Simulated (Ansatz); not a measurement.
# BaTiO3, response to strain

The reference is BaTiO₃ in the cubic perovskite structure (space group Pm-3m, No. 221; a = 4.019 Å).

Strains are applied to the cell and any free atomic positions relax.

Levels (all Ansatz, a quantum-chemistry and plane-wave program, PAW): PBE (420 eV, spin-orbit coupling left out); r2SCAN (500 eV, spin-orbit coupling left out); HSE06 (420 eV, no SOC); PBE+SOC (420 eV, spin-orbit coupling included).

Band gaps by level, all at the geometries relaxed with PBE:

| case | PBE | r2SCAN | HSE06 | PBE+SOC |
|---|---|---|---|---|
| base | 1.78 eV | 2.13 eV | 3.17 eV | 1.77 eV |
| isotropic strain −3.81 % | 2.00 eV | 2.39 eV | 3.44 eV | 1.93 eV |
| isotropic strain −2.03 % | 1.92 eV | 2.28 eV | 3.34 eV | 1.90 eV |
| isotropic strain +1.47 % | 1.69 eV | 2.02 eV | 3.04 eV | 1.67 eV |

Single points use the geometry relaxed with PBE. HSE06 gaps are upper bounds (no full band path). Differences between runs with and without spin-orbit coupling are approximate. Whether these cells are dynamically stable was not tested. The runs without spin-orbit coupling are not spin-polarised. Many cubic perovskites are stable only at high temperature; tilts and polar distortions were not tested. This is not the structure that BaTiO3 has at room temperature and ambient pressure.
